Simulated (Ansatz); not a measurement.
Results of r²SCAN0 (Ansatz, a quantum-chemistry and plane-wave program, plane waves, PAW) for L1₂ (Cu3Au-type) Al3Sc.

Settings: plane-wave cutoff 520 eV, 8×8×8 k mesh, Fermi–Dirac smearing 0.05 eV, scalar-relativistic PAW data made under PBE.

Equation-of-state points:

```tsv
V (Å³/atom)	E − E_lowest (meV/atom)	P (GPa)
16.117	14.09	5.55
16.542	3.37	2.60
16.962	0.00	0.02
17.390	3.12	-2.31
17.814	11.97	-4.34
```

### Question
Estimate the bulk modulus and its pressure derivative from these points.

### Answer
V0 = 16.965 Å³/atom, B0 = 97.9 GPa, B′ = 3.9 (fit to the energies at full precision).

Measured, for comparison: bulk modulus 91.5 ± 1 GPa (298 K, no zero-point or thermal correction, polycrystal; as tabulated in A Combined Experimental and First-Principles Based Assessment of …); equilibrium volume per atom 17.27 Å³/atom (room temperature, no zero-point or thermal correction; as tabulated in A Combined Experimental and First-Principles Based Assessment of …). Computed (rounded) less measured: bulk modulus +7 %, equilibrium volume per atom -1.7 %. A static lattice is as a rule a little smaller and stiffer than an uncorrected measurement, which narrows the difference in the bulk modulus, equilibrium volume per atom and would widen misses of the other sign.

Static lattice: no zero-point or thermal effects.

Computing time: roughly 40 core-minutes.
